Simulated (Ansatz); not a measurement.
Consider the following.

```
PbSe
1.0
    4.33742     0.00000     0.00000
   -2.16871     3.75631     0.00000
    2.16871     1.25210     3.54149
Pb Se
1 1
Direct
  0.00000   0.00000   0.00000
  0.00000   0.50000   0.50000
```

Space group of this cell: Fm-3m, rock salt. The cell was relaxed by PBE-D3(BJ); by r2SCAN its mean pressure is 1.2 GPa.

Transport runs along the normal of the first two printed cell vectors, the (111) plane of the conventional cell.

The gap is the functional's own. No spin-orbit coupling. Mid-gap values are interpolated on the energy grid.

Compute, with r2SCAN (Ansatz, a program for electronic structure), the band gap and the smallest decay constant κ at mid-gap.

Gap 0.59 eV on a 10×10×10 mesh; κ = 0.081 1/Å, at (0.500, 0.000) of the in-plane reciprocal vectors. At the zone centre, at the nearest computed energy, the slowest state has κ = 0.09 1/Å.
